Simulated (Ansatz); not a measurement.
Where the default PAW files enter, the runs use the earlier of Ansatz's two default sets.

By LDA, the system below comes out a metal.

A figure of merit of an interconnect metal is its ballistic conductance per area.

Input:

```yaml
crystal:
  lattice:
    - [2.69123, 0.00000, 0.00000]
    - [-1.34561, 2.33067, 0.00000]
    - [1.34561, 0.77689, 2.19738]
  atoms:
    - { symbol: Rh, position: [0.00000, 0.00000, 0.00000] }
```

Space group of this cell: Fm-3m, fcc (Cu type). The cell is taken as given; by LDA its mean pressure is -11.8 GPa.

The current flows along the normal of the first two printed cell vectors, the (111) plane of the conventional cell. No spin-orbit coupling; the value is a mean over 0.1 eV about the Fermi level.

**Question.** Estimate the ballistic conductance per area that LDA in Ansatz (a first-principles code) returns for this system.

**Answer.** 2.2 × 10¹⁵ S/m² for both spins.
